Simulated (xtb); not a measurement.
xtb 6.7.1, GFN1-xTB: CSc1ccc(B(c2c(C)cccc2C)c2c3ccccc3c(C=O)c3ccccc23)s1, 55 atoms. The geometry is a generated start, not checked to be a minimum at this level.

```json
{
 "method": "GFN1-xTB",
 "--acc": "1 (default)",
 "--etemp (K)": "300 (default)",
 "detailed input (--input)": "none: ANC optimiser, Lindh (1995) Hessian, microcycle=20, maxdispl=1.0, hlow=0.01 (default)",
 "basis_functions": "186",
 "valence_electrons": "156"
}
```

The structure is relaxed from this start with --opt LEVEL for the levels crude, sloppy, loose, lax, normal, tight, vtight, extreme, once each. Up to the end of the extreme run atoms move by at most 1.0 Å along an axis.

Choose the cheapest level whose final energy lies within 1 meV of that of extreme.

tight: 61 cycles against 94, ending 0.24 meV above.

```csv
level,cycles,energy above the extreme run (meV),gradient norm (eV/Å)
crude,7,170,0.29
sloppy,14,130,0.25
loose,34,6.7,0.10
lax,36,5.5,0.070
normal,46,1.5,0.023
tight,61,0.24,0.0044
vtight,68,0.13,0.0027
extreme,94,—,0.0011
```
